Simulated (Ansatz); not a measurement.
Consider K2S in the anti-fluorite structure (space group Fm-3m, No. 225; a = 7.336 Å). Axes: x, y, z lie along the cube axes.

Computed with PBEsol (Ansatz, an electronic-structure program, PAW, no spin-orbit coupling).

Base values:

The smallest direct gap is 2.58 eV. The volume per atom is 32.90 Å³.

Perturbation: tensile biaxial strain of 0.50 % in the plane normal to [001], as in epitaxy on a mismatched substrate; the out-of-plane cell vector and the atoms relax.

Task: What does the calculation give for the smallest direct gap and volume per atom after the change?

Result: The smallest direct gap falls by 0.03 eV, from 2.58 eV to 2.55 eV; the volume per atom goes up by 0.23 Å³ to 33.13 Å³.

Gaps are read on the SCF mesh and a high-symmetry path. Whether these cells are dynamically stable was not tested.
